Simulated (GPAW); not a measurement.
GPAW run on Zr (P6_3/mmc, 4 atoms in the cell): self-consistent single point.

Level of theory: PBE, GPAW PAW datasets PBE (gpaw-data 1.0.1) (plane waves; GPAW).

```
Zr
1.0
    3.22393     0.00000     0.00000
   -1.61197     2.79201     0.00000
    0.00000     0.00000    10.37302
Zr
4
Direct
  0.00000   0.00000   0.00000
  0.00000   0.00000   0.50000
  0.33333   0.66667   0.25000
  0.66667   0.33333   0.75000
```

Reference input (self-consistent single point, DFT PBE, plane waves, GPAW PAW datasets PBE (gpaw-data 1.0.1)): mode = pw; ecut = 550 eV; xc = PBE; kpts = 11 11 3; mesh shift (steps) = 0 0 0; occupations.name = methfessel-paxton; occupations.width = 0.1 eV; occupations.order = 0; nbands = -12; symmetry.symmorphic = false; symmetry.tolerance = 0.0005; maxiter = 100. This run's input differs from it in these lines:

```diff
@@ -16,3 +16,3 @@
             xc='PBE',
-            kpts=(11, 11, 3),
+            kpts={'size': (6, 6, 2), 'gamma': True},
             occupations={'name': 'methfessel-paxton', 'width': 0.1, 'order': 0},
```

The program printed (abridged):

```
     iter     time        total  log10-change:
                         energy   eigst   dens
iter:   1 --:--:--   -29.874460
iter:   2 --:--:--   -29.891981   -0.57  -1.40
iter:   3 --:--:--   -29.462363   -0.77  -1.42
iter:   4 --:--:--   -29.509427   -1.42  -1.96
iter:   5 --:--:--   -29.512908   -2.35  -2.15
iter:   6 --:--:--   -29.514685c  -3.16  -2.21
iter:   7 --:--:--   -29.477934   -2.31  -2.26
iter:   8 --:--:--   -29.478431   -3.18  -3.00
iter:   9 --:--:--   -29.479065c  -3.74  -3.21
iter:  10 --:--:--   -29.478883c  -3.39  -3.00
iter:  11 --:--:--   -29.478195c  -4.55  -3.23
iter:  12 --:--:--   -29.478178c  -5.01  -3.94
iter:  13 --:--:--   -29.478197c  -5.72  -3.95
iter:  14 --:--:--   -29.478185c  -6.10  -4.17c
iter:  15 --:--:--   -29.478186c  -7.72c -4.42c
Converged after 15 iterations.

Dipole moment: (0.000000, -0.000000, -0.000000) |e|*Ang

Energy contributions relative to reference atoms: (reference = -391574.284941)

Kinetic:        +11.735194
Potential:      -14.013698
External:        +0.000000
XC:             -28.565523
Entropy (-ST):   -0.026005
Local:           +1.378844
SIC:             +0.000000
--------------------------
Free energy:    -29.491188
Extrapolated:   -29.478186

Showing only first 2 kpts
 Kpt  Band  Eigenvalues  Occupancy
  0    22     10.02489    0.00000
  0    23     10.02490    0.00000
  0    24     10.12513    0.00000
  0    25     10.12513    0.00000

  1    22      9.93745    0.00000
  1    23      9.93745    0.00000
  1    24     10.18782    0.00000
  1    25     10.18782    0.00000

Fermi level: 9.26692

No gap
No difference between direct/indirect transitions
Energy (eV): -29.478186

Forces in eV/Ang:
  0 Zr   -0.00000    0.00000    0.00000
  1 Zr   -0.00000    0.00000    0.00000
  2 Zr    0.00000   -0.00000   -0.00000
  3 Zr    0.00000    0.00000   -0.00000

Stress tensor:
     0.003273     0.000000     0.000000
     0.000000     0.003273    -0.000000
     0.000000    -0.000000     0.000925
Stress (GPa, Voigt): [ 0.5244  0.5244  0.1483 -0.      0.      0.    ]
```

The run converged in 15 iterations. GPAW prints stress with tension positive. Against the reference run the free energy falls by 8.6 meV/atom and the pressure goes from -0.24 to -0.40 GPa.

The starting cell was generated: these elements placed on a structure prototype, without a prior relaxation; it need not be a known phase or ordering of this composition. Its lattice was rescaled by a random factor within 2.5 % of one.

Cost on one core of a shared machine: roughly 50 s.
